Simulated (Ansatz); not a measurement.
H interstitial in rock-salt MgO (start: void with 4Mg4O nearest; 64-site cell, 2×2×2 shifted sampling). Computed with PBE, PAW (plane waves to 420 eV; Ansatz, a program for electronic structure). Total energies of the localised charge states, counted from that of charge +1, and their image corrections (point charge with alignment); the host's valence-band maximum lies at 7.775 eV on the cells' energy zero and its gap is 4.46 eV.

```
charge         moment (μB)  E − E(first) (eV)  correction (eV)
------  ------------------  -----------------  ---------------
+1      not spin-polarised              0.000            0.244
0                      1.0             12.154            0.000
−1      not spin-polarised             22.779            0.146
```

**Question.** Derive the transition levels above the valence-band maximum and say which of them are thermodynamic.

**Answer.** A level is the Fermi energy at which two charges have equal formation energy: ε(q/q′) = [E(q′) + corr(q′) − E(q) − corr(q)] / (q − q′) − E_VBM.
ε(+1/0) = [(12.154 + 0.000) − (0.000 + 0.244)] / 1 − 7.775 = 4.14 eV
ε(0/−1) = [(22.779 + 0.146) − (12.154 + 0.000)] / 1 − 7.775 = 3.00 eV
Charge 0 lies above the lower envelope where its neighbours cross, so the level that counts is ε(+1/−1) = [(22.779 + 0.146) − (0.000 + 0.244)] / 2 − 7.775 = 3.57 eV.
Thermodynamic levels at least 0.1 eV inside the gap: (+1/−1) at 3.57 eV. They hold to tenths of an eV in this cell. Only the charges listed were compared. The geometries come from one start. Flagged in the runs: a strain field that reaches the edge of the cell.
